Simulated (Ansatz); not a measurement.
## Cost against accuracy: kpoints.mp_grid.grid for RhAu (Fd-3m, 4 atoms in the cell)

```yaml
crystal:
  lattice:
    - [0.00000, 3.11325, 3.11325]
    - [3.11325, 0.00000, 3.11325]
    - [3.11325, 3.11325, 0.00000]
  atoms:
    - { symbol: Rh, position: [0.75000, 0.75000, 0.75000] }
    - { symbol: Rh, position: [0.50000, 0.50000, 0.50000] }
    - { symbol: Au, position: [0.00000, 0.00000, 0.00000] }
    - { symbol: Au, position: [0.25000, 0.25000, 0.25000] }
```

Method: PBE (plane waves, PAW; Ansatz, a quantum-chemistry and plane-wave program).

Base settings: basis.ecutwfc = 30.9 Ry; kpoints.mp_grid.grid = 7 7 7; hamiltonian.xc = pbe; hamiltonian.pseudopotentials = {kind: paw} (the program's default PAW files); scf.occupations.method = fermi_dirac; scf.occupations.width = 0.01 Ry.

Misses are taken against the tightest run, 22 22 22, which need not be fully converged itself. The energy is the free energy per atom.

The count of work is k-points × plane waves × bands × iterations; it is no time, and leaves out set-up, grids and terms that scale otherwise. 

The starting cell was generated: these elements placed on a structure prototype, without a prior relaxation; it need not be a known phase or ordering of this composition. Spin polarisation is off. In the base run, with a pressure of about 16 GPa the cell is away from its equilibrium volume at this level. Ansatz's pressure includes its estimate of the finite-basis (Pulay) stress.

The runs (kpoints.mp_grid.grid): 1 1 1 | 2 2 2 | 3 3 3 | 4 4 4 | 5 5 5 | 6 6 6 | 7 7 7 | 9 9 9 | 10 10 10 | 12 12 12 | 14 14 14 | 18 18 18 | 22 22 22.

**Question.** Which is the coarsest setting among those run that, with all tighter ones, holds the energy within 10 meV/atom of the reference, and what does it save?

**Answer.** 5 5 5, off by 7.9 meV/atom; it needs 0.030 of the reference's count of work.

**Question.** Which is the coarsest setting among those run that, with all tighter ones, holds the energy within 1 meV/atom of the reference, and what does it save?

**Answer.** 7 7 7, off by 0.23 meV/atom; it needs 0.061 of the reference's count of work.

**Question.** What does the step from 2 2 2 to 6 6 6 buy?

**Answer.** It takes the miss in the energy from 410 to 1.8 meV/atom, for 5.3 times the count of work.

| kpoints.mp_grid.grid | energy less reference (meV/atom) | pressure less reference (GPa) | count of work / reference |
|---|---|---|---|
| 1 1 1 | 822.48 | 29.71 | 0.0041 |
| 2 2 2 | 408.33 | 8.51 | 0.0091 |
| 3 3 3 | -83.08 | -1.63 | 0.012 |
| 4 4 4 | 20.92 | 0.86 | 0.024 |
| 5 5 5 | -7.90 | -0.31 | 0.030 |
| 6 6 6 | 1.78 | 0.19 | 0.049 |
| 7 7 7 | -0.23 | -0.10 | 0.061 |
| 9 9 9 | 0.66 | -0.02 | 0.11 |
| 10 10 10 | -0.69 | -0.02 | 0.14 |
| 12 12 12 | -0.32 | -0.02 | 0.22 |
| 14 14 14 | -0.11 | -0.01 | 0.32 |
| 18 18 18 | 0.00 | 0.00 | 0.59 |
| 22 22 22 | 0.00 | 0.00 | 1.0 |

Keys are those of Ansatz 0.2.
